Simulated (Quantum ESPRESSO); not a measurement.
Worked example: self-consistent single point of HfMg6Bi (Amm2, 8 atoms in the cell) in Quantum ESPRESSO.

Computed with PBEsol, PseudoDojo standard norm-conserving (PBESOL) pseudopotentials (plane waves; Quantum ESPRESSO).

```yaml
crystal:
  lattice:
    - [5.20011, 0.00000, 0.00000]
    - [0.00000, 3.26397, 5.49250]
    - [0.00000, -3.26397, 5.49250]
  atoms:
    - { symbol: Mg, position: [0.00000, 0.33289, 0.83297] }
    - { symbol: Mg, position: [0.00000, 0.83297, 0.33289] }
    - { symbol: Mg, position: [0.00000, 0.33451, 0.33451] }
    - { symbol: Mg, position: [0.50000, 0.17873, 0.66121] }
    - { symbol: Mg, position: [0.50000, 0.66121, 0.17873] }
    - { symbol: Mg, position: [0.50000, 0.16423, 0.16423] }
    - { symbol: Hf, position: [0.50000, 0.66607, 0.66607] }
    - { symbol: Bi, position: [0.00000, 0.82939, 0.82939] }
```

Reference input (self-consistent single point, DFT, PBEsol, plane waves, PseudoDojo standard norm-conserving (PBESOL) pseudopotentials): ecutwfc = 85 Ry; occupations = smearing; smearing = cold; degauss = 0.0147 Ry; potentials = {Mg: Mg.upf, Hf: Hf.upf, Bi: Bi.upf}; K_POINTS = automatic 4 3 3 0 0 0; conv_thr = 1e-10 Ry. This run's input differs from it in these lines:

```diff
@@ -12,3 +12,3 @@
     ntyp = 3
-    ecutwfc = 85
+    ecutwfc = 76
     occupations = 'smearing'
```

Output (repeated stretches shortened):

```
     Self-consistent Calculation

     iteration #  1     ecut=    76.00 Ry     beta= 0.70

     Threshold (ethr) on eigenvalues was too large:
     Diagonalizing with lowered threshold

     total energy              =    -987.72734549 Ry
     estimated scf accuracy    <       0.11988256 Ry

     iteration #  2     ecut=    76.00 Ry     beta= 0.70

     total energy              =    -987.69002653 Ry
     estimated scf accuracy    <       0.42134137 Ry

     iteration #  3     ecut=    76.00 Ry     beta= 0.70

     total energy              =    -987.76217201 Ry
     estimated scf accuracy    <       0.03732064 Ry

   [... 7 blocks of this kind left out ...]

     iteration # 11     ecut=    76.00 Ry     beta= 0.70

     total energy              =    -987.76868154 Ry
     estimated scf accuracy    <          3.4E-10 Ry

     iteration # 12     ecut=    76.00 Ry     beta= 0.70
     End of self-consistent calculation

     the Fermi energy is     7.8161 ev

!    total energy              =    -987.76868154 Ry
     estimated scf accuracy    <          4.2E-11 Ry
     smearing contrib. (-TS)   =      -0.00190473 Ry
     internal energy E=F+TS    =    -987.76677681 Ry

     convergence has been achieved in  12 iterations

     Forces acting on atoms (cartesian axes, Ry/au):

     atom    1 type  1   force =     0.00000000    0.00161111    0.00061788
     atom    2 type  1   force =     0.00000000   -0.00161111    0.00061788
     atom    3 type  1   force =     0.00000000    0.00000000   -0.00090824
     atom    4 type  1   force =     0.00000000    0.00181840    0.00009444
     atom    5 type  1   force =     0.00000000   -0.00181840    0.00009444
   [... lines left out ...]

     Total force =     0.004359     Total SCF correction =     0.000005

          total   stress  (Ry/bohr**3)                   (kbar)     P=      -20.85
  -0.00018598   0.00000000   0.00000000          -27.36        0.00        0.00
   0.00000000  -0.00012866  -0.00000000            0.00      -18.93       -0.00
   0.00000000   0.00000000  -0.00011054            0.00        0.00      -16.26

   JOB DONE.
```

The run converged in 12 iterations. Against the reference run the free energy goes up by 4.4 meV/atom, the pressure goes from -1.51 to -2.08 GPa and the largest force hardly changes (0.054 to 0.053 eV/Å).

The starting cell comes from a database of computed structures (which also holds hypothetical and non-ambient phases and stackings), without a prior relaxation at this level.

Cost on one core of a shared machine: roughly 3 min.
